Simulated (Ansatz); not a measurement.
Here is the system:

```
CELL_PARAMETERS angstrom
      0.01549     2.71688     2.71688
      2.71688     0.01549     2.71688
      2.73237     2.73237     0.00000
ATOMIC_POSITIONS crystal
  Si 0.00077 0.00077 0.99923
  Si 0.24923 0.24923 0.25077
```

No spin polarisation.

All numbers come from Ansatz (a first-principles code), PBEsol, PAW, cutoff 420 eV, no spin-orbit coupling. k-mesh 11×11×11 (Γ-centred); smearing 0.05 eV (Fermi–Dirac).

Q: Predict the band gap.

A: 0.41 eV.

Q: Predict the smallest direct gap.

A: 2.40 eV.

The cells carry an imposed strain or load. Whether these cells are dynamically stable was not tested. The cell was made from Si in the diamond structure (space group Fd-3m, No. 227) by this change: tensor shear ε_xy = +0.57 %.
